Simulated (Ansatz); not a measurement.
Consider TiN in the rock salt structure (space group Fm-3m, No. 225).

```yaml
crystal:
  lattice:
    - [0.00000, 2.10198, 2.10198]
    - [2.10198, 0.00000, 2.10198]
    - [2.10198, 2.10198, 0.00000]
  atoms:
    - { symbol: N, position: [0.00000, 0.00000, 0.00000] }
    - { symbol: Ti, position: [0.50000, 0.50000, 0.50000] }
```

Cartesian axes are those of the cell as printed.

Computed with PBEsol (Ansatz, a program for electronic structure, PAW, scalar-relativistic without spin-orbit coupling).

Free-standing slabs (2 atom(s) a layer) normal to the z axis with 15 Å of vacuum; in-plane cell held at bulk.

One change was made to it. Results:

```csv
quantity,base,after
excess energy per area of both faces (slab less bulk energy over the cell's area: twice a surface energy) (uncertain by up to 0.1 J/m²),–,3.1 J/m²
shortest interatomic distance,2.102 Å,1.952 Å
```

### Question
What was done to the base?
A) 4 layers
B) 3 layers
C) 5 layers
D) 2 layers
E) 7 layers

### Answer
A, 4 layers. For comparison, the shortest interatomic distance in the other runs: 3 layers gives 1.973 Å; 7 layers gives 1.978 Å; 2 layers gives 2.042 Å; 5 layers gives 1.989 Å.

Slab and bulk use different k-meshes, which limits the precision of the excess energy. No phonon test of stability was made. The final runs are not spin-polarised. An odd electron count without spin: TiN.
